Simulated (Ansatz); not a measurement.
Take Be₅Pt (space group F-43m, No. 216; a = 5.9399 Å; a cell from a computed database, its experimental status unchecked) as the base. Axes: x, y, z lie along the cube axes.

Computed with Ansatz (a first-principles code), PBEsol, PAW, cutoff 420 eV, spin-orbit coupling left out.

One thing is altered: the cell is compressed by 3.44 % along y with no lateral relaxation; the atoms relax in the strained cell.

Q: Predict the stress tensor and what it implies for the stiffness.

A: Stress of the strained cell less that of the base (GPa, compression positive):
```
   2.24    0.00    0.00
   0.00   15.62    0.00
   0.00    0.00    2.24
```

Then −Δσ_ii/ε with ε = -0.0344 gives secant stiffness values (nonlinear terms included at this strain): C22 ≈ 454 GPa, C12 ≈ 65 GPa and C23 ≈ 65 GPa.

As a check, the harmonic strain energy −½ V₀ Δσ:ε is 15 meV/atom; the computed energy rise is 14 meV/atom.

No phonon test of stability was made.
